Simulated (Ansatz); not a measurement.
Cubic perovskite KZnF3 was calculated with PBE in Ansatz (plane waves, PAW).

Run with plane-wave cutoff 520 eV, 6×6×6 k mesh, scalar-relativistic PAW data made under PBE.

Computed at the level's own relaxed cell.

Elastic tensor (GPa, Voigt notation, ions relaxed):

```
  115.5    47.1    47.1     0.0     0.0     0.0
   47.1   115.5    47.1     0.0     0.0     0.0
   47.1    47.1   115.5     0.0     0.0     0.0
    0.0     0.0     0.0    31.9     0.0     0.0
    0.0     0.0     0.0     0.0    31.9     0.0
    0.0     0.0     0.0     0.0     0.0    31.9
```

Worked from these constants: the tetragonal shear constant is C′ = (C11 − C12)/2 = 34.2 GPa against C44 = 31.9 GPa, so the C44 shear is the softer. The Zener ratio C44/C′ is 0.93 (1 for an isotropic solid), and the Cauchy pressure C12 − C44 is 15.2 GPa. With C11 + 2C12 = 209.7 GPa all three Born conditions hold; they don't test modes at the zone boundary.

Measured, for comparison: elastic constant C11 134 ± 1 GPa, elastic constant C12 52.7 ± 0.5 GPa, elastic constant C44 38.1 GPa (temperature not stated, no zero-point or thermal correction; as tabulated in Vaitheeswaran et al. (2016), arXiv:1609.00541). Computed (rounded) less measured: elastic constant C11 -14 %, elastic constant C12 -11 %, elastic constant C44 -16 %.

Ansatz is a first-principles code.
